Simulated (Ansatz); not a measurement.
```
GaP
1.0
    0.00000     2.72944     2.72944
    2.72944     0.00000     2.72944
    2.72944     2.72944     0.00000
P Ga
1 1
Direct
  0.75000   0.75000   0.75000
  0.00000   0.00000   0.00000
```

No spin polarisation.

Level of theory: PBE/PAW in Ansatz (a first-principles code), no SOC. Settings: 10×10×10 k-points, 0.05 eV Fermi–Dirac smearing.

Question: What is the computed band gap?

Answer: 1.60 eV.

Question: Predict the gap character.

Answer: Indirect, Γ → Γ–X (87 % along).

Question: What hole mass (degenerate bands, along [100]) does the calculation give?

Answer: 0.11, 0.38, 0.38 mₑ (at Γ).

Load acts through the strain it causes; cell and atoms are relaxed under it. Masses are band curvatures over ±0.01 Å⁻¹ around the edge. No phonon test of stability was made. Tetrahedral semiconductors of this kind turn to denser phases somewhere between about 1 and 50 GPa; those were not computed, so compressed cells here can lie past the real transition. The cell was made from GaP in the zinc blende structure (space group F-43m, No. 216) by this change: pressure 2.1 GPa.
